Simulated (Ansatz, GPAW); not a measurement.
A GPAW input for a self-consistent single point of LuBi2ClO4 (P4/mmm, 8 atoms in the cell) (DFT LDA (Perdew-Wang 92), plane waves, GPAW PAW datasets LDA (gpaw-data 1.0.1)):

```python
from ase import Atoms
from ase.units import GPa
from gpaw import GPAW, PW, FermiDirac

atoms = Atoms(['Lu', 'Bi', 'Bi', 'Cl', 'O', 'O', 'O', 'O'],
              cell=[[3.780007, 0.000000, 0.000000],
                    [0.000000, 3.780007, 0.000000],
                    [0.000000, 0.000000, 8.834935]],
              scaled_positions=[[0.000000, 0.000000, 0.000000],
                                [0.500000, 0.500000, 0.275710],
                                [0.500000, 0.500000, 0.724290],
                                [0.000000, 0.000000, 0.500000],
                                [0.500000, 0.000000, 0.851570],
                                [0.500000, 0.000000, 0.148430],
                                [0.000000, 0.500000, 0.851570],
                                [0.000000, 0.500000, 0.148430]],
              pbc=True)

calc = GPAW(mode=PW(950),
            xc='LDA',
            kpts=(7, 7, 3),
            occupations=FermiDirac(0.0),
            nbands=-4,
            convergence={'density': 1e-05, 'bands': -2},
            symmetry={'symmorphic': False, 'tolerance': 0.0005},
            maxiter=150,
            txt='-')

atoms.calc = calc

energy = atoms.get_potential_energy()
print('Energy (eV):', round(energy, 6))
forces = atoms.get_forces()
print('Forces (eV/Ang):')
print(forces.round(5))
stress = atoms.get_stress()
print('Stress (GPa, Voigt):', (stress / GPa).round(4))
```

Q: Give the Ansatz (a quantum-chemistry and plane-wave program) input for the same structure, mesh, smearing and functional.

A: This is the input that was run; spellings and numerical settings could be chosen otherwise.

Ansatz 0.2 input:
```yaml
# LuBi2ClO4
crystal:
  lattice:
    - [3.78000700, 0.00000000, 0.00000000]
    - [0.00000000, 3.78000700, 0.00000000]
    - [0.00000000, 0.00000000, 8.83493500]
  atoms:
    - { symbol: Lu, position: [0.00000000, 0.00000000, 0.00000000] }
    - { symbol: Bi, position: [0.50000000, 0.50000000, 0.27571000] }
    - { symbol: Bi, position: [0.50000000, 0.50000000, 0.72429000] }
    - { symbol: Cl, position: [0.00000000, 0.00000000, 0.50000000] }
    - { symbol: O, position: [0.50000000, 0.00000000, 0.85157000] }
    - { symbol: O, position: [0.50000000, 0.00000000, 0.14843000] }
    - { symbol: O, position: [0.00000000, 0.50000000, 0.85157000] }
    - { symbol: O, position: [0.00000000, 0.50000000, 0.14843000] }
kpoints:
  mp_grid: { grid: [7, 7, 3] }
hamiltonian:
  xc: lda
  pseudopotentials: { kind: paw }
scf:
  occupations: { method: fixed }
output:
  forces: true
  eigenvalues: true
  stress: true
```

Basis settings and potentials, where a program has them, do not carry over. This input uses DFT, LDA (PW92), plane waves, default PAW files made with PBE. LDA parametrisations can differ slightly between programs.

The starting cell comes from a database of computed structures (which also holds hypothetical and non-ambient phases and stackings), without a prior relaxation at this level. For this run, on top of that: lattice scaled by 0.98.
